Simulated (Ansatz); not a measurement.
TaTe (model structure, Pm-3m, No. 221, 2 atoms in the cell)

Method: LDA (Ansatz, a first-principles code, plane waves, PAW).

Numerical settings: plane-wave cutoff 520 eV, 16×16×16 k mesh, Fermi–Dirac smearing 0.05 eV, scalar-relativistic PAW data made under PBE.

Cell (relaxed at this level):

```
TaTe
1.0
    3.35672     0.00000     0.00000
    0.00000     3.35672     0.00000
    0.00000     0.00000     3.35672
Ta Te
1 1
Cartesian
  0.00000   0.00000   0.00000
  1.67836   1.67836   1.67836
```

For TaTe (model structure, Pm-3m, No. 221, 2 atoms in the cell), the band gap is zero (no gap). The bulk modulus comes out as 167 GPa.

Note: the bulk modulus is −V dP/dV from two relaxed cells at ±2 % in volume; the relaxation could raise the start's symmetry but not lower it, so the cell can be a saddle point.

Spin–orbit coupling is not included; it can open a gap where bands touch, and shift volumes and moduli.

The computed numbers hold no vibrational or temperature effects.

Computing time: roughly 28 core-seconds.

A model structure was made by putting elements into a prototype or built by hand; it is no filed structure, need not be a known phase, and can be a saddle point held by its symmetry.
